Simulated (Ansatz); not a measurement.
Base system: CuBiSeO (space group P4/nmm, No. 129; a = 3.896 Å, c = 8.895 Å; a cell from a computed database, its experimental status unchecked). Axes: x, y, z lie along a, b, c of the conventional cell.

Calculations: Ansatz (a quantum-chemistry and plane-wave program) PBEsol, no spin-orbit coupling.

One thing is altered: uniaxial strain ε_yy = +2.54 %, all other strain components held at zero, atoms relaxed at fixed cell.

### Question
What happens to the stress?

### Answer
The stress (xx, yy, zz, yz, xz, xy; compression positive) is (-1.57, -3.64, -1.50, 0.00, 0.00, 0.00) GPa.

Whether these cells are dynamically stable was not tested. No Hubbard U is applied. The final runs are not spin-polarised.
